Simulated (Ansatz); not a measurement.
BeS under load (space group F-43m), Ansatz (a quantum-chemistry and plane-wave program) with r2SCAN with spin-orbit coupling, rigid bands. Condition of this run: hydrostatic pressure 2 GPa (the target of the relaxation). Band gap 3.52 eV, N_c = 1.97e19 cm⁻³ and N_v = 4.53e19 cm⁻³ at 300 K, conductivity masses of 0.369 mₑ (electrons) and 0.774 mₑ (holes). Take k_BT = 0.02585 eV.

What thermal injection velocity √(2k_BT/πm) limits a ballistic channel?

8.86e6 cm/s for electrons and 6.12e6 cm/s for holes, a ratio of √(m_h/m_e) = 1.45, for dilute carriers.

A film of it is 5 nm thick. Estimate the confinement energies in an infinite well.

ħ²π²/(2m t²) = 0.376 eV·nm²/(m/mₑ × t²) gives 40.8 meV for electrons and 19.4 meV for holes, so the gap would widen to about 3.58 eV. Finite barriers and nonparabolic bands lower this, and with several valleys or bands the heaviest mass along the normal sets the lowest level, not this average.

Find the intrinsic carrier density and the intrinsic Fermi level.

n_i = √(N_c N_v) exp(−E_g/2k_BT) = 2.99e19 × exp(−68.08) = 8.1e-11 cm⁻³. The level lies (k_BT/2) ln(N_v/N_c) = 11 meV from mid-gap (positive towards the conduction band). Each 0.1 eV added to the gap lowers n_i by a factor of 6.9.

Rigid bands with the computed gap; masses take one relaxation time for all states.
